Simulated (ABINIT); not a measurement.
Band structure of Ir (Fm-3m, 1 atom in the cell).

```yaml
crystal:
  lattice:
    - [0.00000, 1.97051, 1.97051]
    - [1.97051, 0.00000, 1.97051]
    - [1.97051, 1.97051, 0.00000]
  atoms:
    - { symbol: Ir, position: [0.00000, 0.00000, 0.00000] }
```

Level of theory: PBE, PAW (JTH v2.0 PBE PAW) (plane waves; ABINIT 10.0.3).

Settings: pseudos = [Ir.GGA_PBE-JTH.xml]; ecut = 20 Ha; pawecutdg = 40 Ha; pawxcdev = 0; occopt = 3; tsmear = 0.05 eV; ngkpt = 12 12 12; nshiftk = 1; shiftk = 0 0 0; potentials = JTH v2.0 PBE PAW; kptopt = 1; nstep = 80; tolvrs1 = 1e-11.

The starting cell comes from a database of computed structures (which also holds hypothetical and non-ambient phases and stackings), without a prior relaxation at this level. Its lattice was rescaled by a random factor within 2.5 % of one. Spin-orbit coupling is off. Spin polarisation is off.

Levels in eV from the Fermi level, bands 4 to 11:
| point | 4 | 5 | 6 | 7 | 8 | 9 | 10 | 11 |
|---|---|---|---|---|---|---|---|---|
| Γ | -10.35 | -3.46 | -3.46 | -3.46 | -1.09 | -1.09 | 5.46 | 13.85 |
| X | -7.08 | -6.55 | 0.73 | 1.27 | 1.27 | 1.66 | 5.46 | 9.45 |
| W | -5.58 | -4.37 | -4.37 | -1.60 | 1.27 | 5.45 | 7.44 | 8.47 |
| K | -6.20 | -5.36 | -2.60 | -0.80 | 0.51 | 5.42 | 5.89 | 7.10 |
| L | -7.34 | -3.55 | -3.55 | -0.60 | 0.76 | 0.76 | 5.45 | 6.49 |
| U | -6.20 | -5.36 | -2.60 | -0.80 | 0.51 | 5.42 | 5.89 | 7.10 |

Bands cross the Fermi level along this path, so the cell is metallic at this level.
